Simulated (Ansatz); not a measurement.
# VBiO$_{4}$ (space group I4_1/a, No. 88)

Space group I4₁/a, origin choice 1 (No. 88); a = b = 5.1210 Å, c = 11.6231 Å, α = β = γ = 90.00°

```tsv
atom	site	symmetry	x	y	z
Bi	4a	-4..	0.0000	0.0000	0.0000
V	4b	-4..	0.0000	0.0000	0.5000
O	16f	1	0.2511	0.3610	0.0787
```
(The calculation used a cell of 12 atoms; values per cell refer to that cell.)

All numbers come from r2SCAN (Ansatz, a first-principles code), spin-orbit coupling left out, earlier PAW set. k-mesh 7×7×7 (Γ-centred); smearing 0.05 eV (Fermi–Dirac).

The volume per atom is 12.70 Å³ and the density comes out as 7.06 g/cm³. The band gap is 2.48 eV, indirect, Γ–X (71 % along) → N and the total energy is -2934.504 eV/atom (σ→0; compares only within this code and set-up).

With Bi present, leaving out spin-orbit coupling can change the band edges. Whether these cells are dynamically stable was not tested. Seeded moments were not kept for the base. The final runs are not spin-polarised.
